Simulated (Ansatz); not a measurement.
Consider SiO2 in the rutile structure (space group P4_2/mnm, No. 136; a = 4.2362 Å, c = 2.6904 Å).

Level of theory: DFT with PBE, PAW potentials and a 420 eV plane-wave cutoff in Ansatz (a program for electronic structure), no spin-orbit coupling.

One change was made to it. Results:

| quantity | base | after |
|---|---|---|
| band gap | 5.04 eV | 5.28 eV |
| width of the top valence band | 2.56 eV | 2.61 eV |
| volume per atom | 8.05 Å³ | 7.91 Å³ |
| electron mass | 0.36 mₑ along c, 0.45 mₑ across (at Γ) | 0.37 mₑ along c, 0.47 mₑ across (at Γ) |

Problem. Which of these changes matches the shifts?
(A) pressure 0.9 GPa
(B) pressure 4.5 GPa
(C) pressure 9 GPa
(D) pressure 15 GPa
(E) pressure −2 GPa

Solution. B, pressure 4.5 GPa. For comparison, the band gap in the other runs: pressure 15 GPa gives 5.81 eV; pressure 9 GPa gives 5.51 eV; pressure −2 GPa gives 4.93 eV; pressure 0.9 GPa gives 5.09 eV.

Load acts through the strain it causes; cell and atoms are relaxed under it. Masses are band curvatures over ±0.01 Å⁻¹ around the edge. Whether these cells are dynamically stable was not tested. No other phases were tried under pressure.
